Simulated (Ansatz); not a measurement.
Consider KCl in the rock salt structure (space group Fm-3m, No. 225).

```
CELL_PARAMETERS angstrom
      0.00000     3.19072     3.19072
      3.19072     0.00000     3.19072
      3.19072     3.19072     0.00000
ATOMIC_POSITIONS crystal
  K  0.00000 0.00000 0.00000
  Cl 0.50000 0.50000 0.50000
```

Method: PBE, PAW, 420 eV (Ansatz, an electronic-structure program; spin-orbit coupling left out).

Base values:

The band gap comes out as 5.05 eV. The gap character comes out as direct at Γ and the electron mass is 0.45 mₑ (at Γ).

The change: every lattice vector is stretched by 3.00 %, atoms relaxed at fixed cell.

Task: What does the calculation give for the band gap after the change?

Result: The band gap drops by 0.28 eV (5.05 eV → 4.77 eV).

Task: Estimate the effect on the gap character.

Result: The gap character is still direct at Γ.

Task: Predict the new electron mass.

Result: The electron mass goes from 0.45 mₑ (at Γ) to 0.47 mₑ (at Γ).

The cells carry an imposed strain or load. Masses are band curvatures over ±0.01 Å⁻¹ around the edge. No phonon test of stability was made.
